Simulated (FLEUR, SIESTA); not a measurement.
A FLEUR input for a self-consistent single point of Sr₃SbN (Pm-3m, 5 atoms in the cell) (DFT, PBEsol, all-electron FLAPW (FLEUR), scalar-relativistic valence):

Input of the input generator:

```
Sr3SbN
&input film=f /
5.0910710000 0.0000000000 0.0000000000
0.0000000000 5.0910710000 0.0000000000
0.0000000000 0.0000000000 5.0910710000
1.8897261246
1.0 1.0 1.0

5
38 0.0000000000 0.5000000000 0.5000000000
38 0.5000000000 0.0000000000 0.5000000000
38 0.5000000000 0.5000000000 0.0000000000
51 0.0000000000 0.0000000000 0.0000000000
7 0.5000000000 0.5000000000 0.5000000000

&comp jspins=1 /
&exco xctyp='PBEs' /
&kpt div1=5 div2=5 div3=5 /
&end /
```

```xml
<?xml version="1.0" encoding="UTF-8" standalone="no"?>
<fleurInput fleurInputVersion="0.39">
   <comment>
      Sr3SbN                                                                                              
   </comment>
   <calculationSetup>
      <cutoffs Kmax="3.8" Gmax="15.2" GmaxXC="15.2" numbands="0"/>
      <scfLoop itmax="80" minDistance="0.00001" maxIterBroyd="40" imix="Anderson" alpha="0.05" precondParam="0.0" spinf="2.0"/>
      <coreElectrons ctail="T" frcor="F" kcrel="0" coretail_lmax="0"/>
      <xcFunctional name="PBEs" relativisticCorrections="F"/>
      <magnetism jspins="1"/>
      <soc l_soc="F" theta="0.0" phi="0.0" spav="F"/>
      <expertModes spex="0" secvar="F"/>
      <geometryOptimization l_f="T" forcealpha="1.0" forcemix="BFGS" epsdisp="0.00001" epsforce="0.00001"/>
      <ldaU l_linMix="F" mixParam="0.05" spinf="1.0"/>
   </calculationSetup>
   <cell>
      <bzIntegration valenceElectrons="50.0" mode="hist" fermiSmearingEnergy="0.00073499">
         <kPointListSelection listName="default-1"/>
         <!-- k-points included here -->
         <xi:include xmlns:xi="http://www.w3.org/2001/XInclude" href="kpts.xml"> </xi:include>
      </bzIntegration>
      <!-- symmetry operations included here -->
      <xi:include xmlns:xi="http://www.w3.org/2001/XInclude" href="sym.xml"> </xi:include>
      <bulkLattice scale="1.0">
         <bravaisMatrix>
            <row-1>    9.6207298708934470     0.0000000000000000     0.0000000000000000</row-1>
            <row-2>    0.0000000000000000     9.6207298708934470     0.0000000000000000</row-2>
            <row-3>    0.0000000000000000     0.0000000000000000     9.6207298708934470</row-3>
         </bravaisMatrix>
      </bulkLattice>
   </cell>
   <atomSpecies>
      <species name="Strontium (Sr)" element="Sr" atomicNumber="38">
         <mtSphere radius="2.63" gridPoints="925" logIncrement="0.014"/>
         <atomicCutoffs lmax="10" lnonsphr="8"/>
         <electronConfig flipSpins="F">
            <coreConfig>(1s1/2) (2s1/2) (2p1/2) (2p3/2) (3s1/2) (3p1/2) (3p3/2) (3d3/2) (3d5/2)</coreConfig>
            <valenceConfig>(4s1/2) (4p1/2) (4p3/2) (5s1/2)</valenceConfig>
         </electronConfig>
         <energyParameters s="5" p="5" d="4" f="4"/>
         <lo type="SCLO" l="0" n="4" eDeriv="0"/>
         <lo type="SCLO" l="1" n="4" eDeriv="0"/>
      </species>
      <species name="Antimony (Sb)" element="Sb" atomicNumber="51">
         <mtSphere radius="2.63" gridPoints="925" logIncrement="0.014"/>
         <atomicCutoffs lmax="10" lnonsphr="8"/>
         <electronConfig flipSpins="F">
            <coreConfig>(1s1/2) (2s1/2) (2p1/2) (2p3/2) (3s1/2) (3p1/2) (3p3/2) (4s1/2) (3d3/2) (3d5/2) (4p1/2) (4p3/2)</coreConfig>
            <valenceConfig>(5s1/2) (4d3/2) (4d5/2) (5p1/2) (5p3/2)</valenceConfig>
            <stateOccupation state="(5p1/2)" spinUp="0.5" spinDown="0.5"/>
            <stateOccupation state="(5p3/2)" spinUp="1.0" spinDown="1.0"/>
         </electronConfig>
         <energyParameters s="5" p="5" d="5" f="4"/>
         <lo type="SCLO" l="2" n="4" eDeriv="0"/>
      </species>
      <species name="Nitrogen (N)" element="N" atomicNumber="7">
         <mtSphere radius="1.62" gridPoints="573" logIncrement="0.018"/>
         <atomicCutoffs lmax="6" lnonsphr="4"/>
         <electronConfig flipSpins="F">
            <coreConfig>(1s1/2)</coreConfig>
            <valenceConfig>(2s1/2) (2p1/2) (2p3/2)</valenceConfig>
            <stateOccupation state="(2p1/2)" spinUp="0.5" spinDown="0.5"/>
            <stateOccupation state="(2p3/2)" spinUp="1.0" spinDown="1.0"/>
         </electronConfig>
         <energyParameters s="2" p="2" d="3" f="4"/>
      </species>
   </atomSpecies>
   <atomGroups>
      <atomGroup species="Strontium (Sr)">
         <relPos label="                   1">.0000000000 1.000/2.000 1.000/2.000</relPos>
         <relPos label="                   2">1.000/2.000 .0000000000 1.000/2.000</relPos>
         <relPos label="                   3">1.000/2.000 1.000/2.000 .0000000000</relPos>
         <force calculate="T" relaxXYZ="TTT"/>
      </atomGroup>
      <atomGroup species="Antimony (Sb)">
         <relPos label="                   4">.0000000000 .0000000000 .0000000000</relPos>
         <force calculate="T" relaxXYZ="TTT"/>
      </atomGroup>
      <atomGroup species="Nitrogen (N)">
         <relPos label="                   5">1.000/2.000 1.000/2.000 1.000/2.000</relPos>
         <force calculate="T" relaxXYZ="TTT"/>
      </atomGroup>
   </atomGroups>
   <output dos="F" band="F" slice="F">
      <checks vchk="F" cdinf="F"/>
      <bandDOS minEnergy="-.5*Htr" maxEnergy="0.5*Htr" sigma="0.015" storeEVData="T"/>
      <vacuumDOS vacdos="F" integ="F" star="F" nstars="0" locx1="0.0" locy1="0.0" locx2="0.0" locy2="0.0" nstm="0" tworkf="0.0"/>
      <unfoldingBand unfoldBand="F" supercellX="1" supercellY="1" supercellZ="1"/>
      <plotting iplot="0" polar="F">
         <plot TwoD="T" vec1="  1.0  0.0  0.0" vec2="  0.0  1.0  0.0" vec3="  0.0  0.0  1.0" zero="  0.0  0.0  0.0" file="plot"/>
      </plotting>
      <chargeDensitySlicing numkpt="0" minEigenval="0.0" maxEigenval="0.0" nnne="0" pallst="F"/>
      <specialOutput eonly="F"/>
      <magneticCircularDichroism mcd="F" energyLo="-10.0" energyUp="0.0"/>
   </output>
  <!-- We include the file relax.xml here to enable relaxations (see documentation) -->
  <xi:include xmlns:xi="http://www.w3.org/2001/XInclude" href="relax.xml"> <xi:fallback/> </xi:include>
</fleurInput>
```

Problem. Translate this input to SIESTA.

Solution. One input that does it (others would too):

```
# files in the folder: Sr.psml Sb.psml N.psml (PseudoDojo PBEsol standard)
SystemName  Sr3SbN
SystemLabel Sr3SbN

NumberOfAtoms                5
NumberOfSpecies              3
%block ChemicalSpeciesLabel
  1 38 Sr
  2 51 Sb
  3 7 N
%endblock ChemicalSpeciesLabel
LatticeConstant              5.091071 Ang
%block LatticeVectors
     1.000000000    0.000000000    0.000000000
     0.000000000    1.000000000    0.000000000
     0.000000000    0.000000000    1.000000000
%endblock LatticeVectors
AtomicCoordinatesFormat      Fractional
%block AtomicCoordinatesAndAtomicSpecies
     0.000000000    0.500000000    0.500000000  1
     0.500000000    0.000000000    0.500000000  1
     0.500000000    0.500000000    0.000000000  1
     0.000000000    0.000000000    0.000000000  2
     0.500000000    0.500000000    0.500000000  3
%endblock AtomicCoordinatesAndAtomicSpecies

XC.functional                GGA
XC.authors                   PBEsol
PAO.BasisSize                DZP
PAO.EnergyShift              0.01 Ry
MeshCutoff                   350 Ry
%block kgrid.MonkhorstPack
    5   0   0  0.0
    0   5   0  0.0
    0   0   5  0.0
%endblock kgrid.MonkhorstPack
OccupationFunction           FD
ElectronicTemperature        20.0 meV

MaxSCFIterations             150
SCF.Mixer.Method             Broyden
SCF.Mixer.Weight             0.1
SCF.Mixer.History            8
SCF.DM.Tolerance             1.0E-05
Diag.ParallelOverK           true
WriteForces                  true
Charge.Mulliken              end
```

Basis, cutoffs, solver keys and any potentials are the target program's own. This input uses DFT, GGA PBEsol, numerical atomic orbitals DZP, PseudoDojo PBEsol standard norm-conserving potentials (rewritten from UPF to PSML). Both were run: gap on the mesh 0.132 eV in FLEUR and 0.898 in SIESTA.

On SIESTA: the starting cell comes from a database of computed structures (which also holds hypothetical and non-ambient phases and stackings), without a prior relaxation at this level. For this run, on top of that: lattice scaled by 0.98. Spin-orbit coupling is off. Values carry the incompleteness of an atom-centred basis. The basis of the alkali or alkaline-earth atoms may lack their empty d shell, which can raise the gap. With a pressure of about 6 GPa the cell is away from its equilibrium volume at this level.

On FLEUR: the starting cell comes from a database of computed structures (which also holds hypothetical and non-ambient phases and stackings), without a prior relaxation at this level. For this run, on top of that: lattice scaled by 0.98. Spin-orbit coupling is off. Values depend on the basis (sphere radii, cutoffs, local orbitals), which need not be converged.
